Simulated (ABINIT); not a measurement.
Input and output of a self-consistent single point for RbPdCl3 (Pm-3m, 5 atoms in the cell) (ABINIT).

Method of the run: PBEsol, PAW (JTH v2.0 PBE PAW, files made for PBE) (plane waves; ABINIT).

```yaml
crystal:
  lattice:
    - [4.93184, 0.00000, 0.00000]
    - [0.00000, 4.93184, 0.00000]
    - [0.00000, 0.00000, 4.93184]
  atoms:
    - { symbol: Rb, position: [0.00000, 0.00000, 0.00000] }
    - { symbol: Pd, position: [0.50000, 0.50000, 0.50000] }
    - { symbol: Cl, position: [0.00000, 0.50000, 0.50000] }
    - { symbol: Cl, position: [0.50000, 0.00000, 0.50000] }
    - { symbol: Cl, position: [0.50000, 0.50000, 0.00000] }
```

Reference input (self-consistent single point, DFT, PBEsol, plane waves, PAW (JTH v2.0 PBE PAW, files made for PBE)): pseudos = [Rb.GGA_PBE-JTH.xml, Pd.GGA_PBE-JTH.xml, Cl.GGA_PBE-JTH.xml]; ecut = 26 Ha; pawecutdg = 52 Ha; pawxcdev = 0; ixc = -116133; occopt = 3; tsmear = 0.00499791 Ha; ngkpt = 4 4 4; nshiftk = 1; shiftk = 0.5 0.5 0.5; potentials = JTH v2.0 PBE PAW; nband = 31. This run's input differs from it in these lines:

```diff
@@ -19,3 +19,3 @@
 ecut 26
-pawecutdg 52
+pawecutdg 65
 pawxcdev 0
```

Output (repeated stretches shortened):

```
--- !BeginCycle
solver: {iscf: 17, nstep: 100, nline: 4, wfoptalg: 10, }
tolerances: {toldfe: 1.00E-09, }
...

     iter   Etot(hartree)      deltaE(h)  residm     nres2
 ETOT  1  -193.61211135616    -1.936E+02 2.524E+01 7.711E+01
 ETOT  2  -198.76203126867    -5.150E+00 1.650E-02 5.443E+01
 ETOT  3  -198.67565638403     8.637E-02 6.585E-02 1.820E+01
 ETOT  4  -198.66888431365     6.772E-03 6.460E-03 1.019E+01
 ETOT  5  -198.64908690357     1.980E-02 2.509E-03 2.290E-01
   [... 8 lines left out ...]
 ETOT 14  -198.65045663469    -1.770E-08 5.444E-05 4.805E-07
 ETOT 15  -198.65045663694    -2.246E-09 9.410E-05 2.414E-07
 ETOT 16  -198.65045663741    -4.740E-10 3.541E-05 3.205E-08
 ETOT 17  -198.65045663755    -1.321E-10 7.948E-05 1.139E-08
 At SCF step   17, etot is converged :
  for the second time, diff in etot=  1.321E-10 < toldfe=  1.000E-09

 Cartesian components of stress tensor (hartree/bohr^3)
  sigma(1 1)=  4.01464136E-05  sigma(3 2)=  0.00000000E+00
  sigma(2 2)=  4.01464136E-05  sigma(3 1)=  0.00000000E+00
  sigma(3 3)=  4.01464136E-05  sigma(2 1)=  0.00000000E+00

 ----iterations are completed or convergence reached----

 reduced coordinates (array xred) for    5 atoms
       0.000000000000      0.000000000000      0.000000000000
       0.500000000000      0.500000000000      0.500000000000
       0.000000000000      0.500000000000      0.500000000000
       0.500000000000      0.000000000000      0.500000000000
       0.500000000000      0.500000000000      0.000000000000
 cartesian forces (eV/Angstrom) at end:
   [... lines left out ...]
 Fermi (or HOMO) energy (hartree) =   0.09109   Average Vxc (hartree)=  -0.34578
 Fermi (or HOMO) energy (eV) =   2.47864   Average Vxc (eV)=  -9.40925
   [... lines left out ...]
'-kT*entropy'       : -2.23028665196533E-03
total_energy        : -1.98650539684019E+02
total_energy_eV     : -5.40555608933799E+03
...

-Cartesian components of stress tensor (GPa)         [Pressure= -1.1811E+00 GPa]
- sigma(1 1)=  1.18114807E+00  sigma(3 2)=  0.00000000E+00
- sigma(2 2)=  1.18114807E+00  sigma(3 1)=  0.00000000E+00
- sigma(3 3)=  1.18114807E+00  sigma(2 1)=  0.00000000E+00

 Calculation completed.
```

The run converged in 17 iterations. Against the reference run the free energy stays essentially unchanged (within 1 meV/atom) and the pressure goes from -1.28 to -1.18 GPa.

The starting cell comes from a database of computed structures (which also holds hypothetical and non-ambient phases and stackings), without a prior relaxation at this level. Its lattice was rescaled by a random factor within 2.5 % of one. Spin polarisation is off. The potentials were made for another functional than the one used.

Cost on one core of a shared machine: roughly 2 min.
